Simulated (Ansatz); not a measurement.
Take Cs in the bcc (W type) structure (space group Im-3m, No. 229; a = 6.0072 Å; relaxed with 0.1 eV smearing) as the base.

Computed with Ansatz (a quantum-chemistry and plane-wave program), PBEsol, PAW, cutoff 420 eV, no SOC.

Strains are applied to the cell and any free atomic positions relax.

One change was made to it. Results:

The energy rises by 4.2 meV/atom; the pressure goes from zero to 0.2 GPa.

Question: Which change produced these results?
(A) isotropic strain −2.00 %
(B) isotropic strain −2.50 %
(C) isotropic strain +1.50 %
(D) isotropic strain +1.00 %

Answer: B, isotropic strain −2.50 %. For comparison, the energy relative to the base in the other runs: isotropic strain +1.50 % gives +1.3 meV/atom; isotropic strain −2.00 % gives +2.7 meV/atom; isotropic strain +1.00 % gives +0.6 meV/atom.

No phonon test of stability was made. All final runs are without spin polarisation.
